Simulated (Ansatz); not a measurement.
Phonon-limited resistivity of ScGe (Cmcm) against temperature in μΩ·cm, Ansatz (a first-principles code) with PBEsol, DFPT electron-phonon coupling, linearised Boltzmann equation, harmonic crystal at a fixed cell. x, y and z are the axes of this cell:
```yaml
crystal:
  lattice:
    - [1.98578, -5.00203, 0.00000]
    - [1.98578, 5.00203, 0.00000]
    - [0.00000, 0.00000, 3.73846]
  atoms:
    - { symbol: Sc, position: [0.86339, 0.13661, 0.75000] }
    - { symbol: Sc, position: [0.13661, 0.86339, 0.25000] }
    - { symbol: Ge, position: [0.58968, 0.41032, 0.75000] }
    - { symbol: Ge, position: [0.41032, 0.58968, 0.25000] }
```

```tsv
T	ρ (x)	ρ (y)	ρ (z)
50 K	1.50	0.78	0.29
77 K	5.5	2.9	…
100 K	10.4	5.5	1.96
150 K	22	11.8	4.1
200 K	34	18.1	6.2
250 K	46	24	…
273 K	51	27	9.1
300 K	57	30	10.2
350 K	…	36	12.1
400 K	78	42	14.0
500 K	99	53	17.8
```

Question: Complete the blanks.

Answer: 
- 77 K, ρ (z): 1.06
- 250 K, ρ (z): 8.2
- 350 K, ρ (x): 68

A metal at this level (no band gap). Only scattering by harmonic phonons is included (no impurities, grain boundaries, electron-electron scattering or thermal expansion). Spin-orbit coupling is left out. Values near or above 100 μΩ·cm, or paths under about 2 nm, lie near resistivity saturation, where the Boltzmann equation overshoots. Halving the electron mesh (24x24x24) moves the resistivity by up to 6 %. Smearing 0.20 eV; phonons on a 4x4x4 q mesh, which this run doesn't test and which matters most at low temperature.
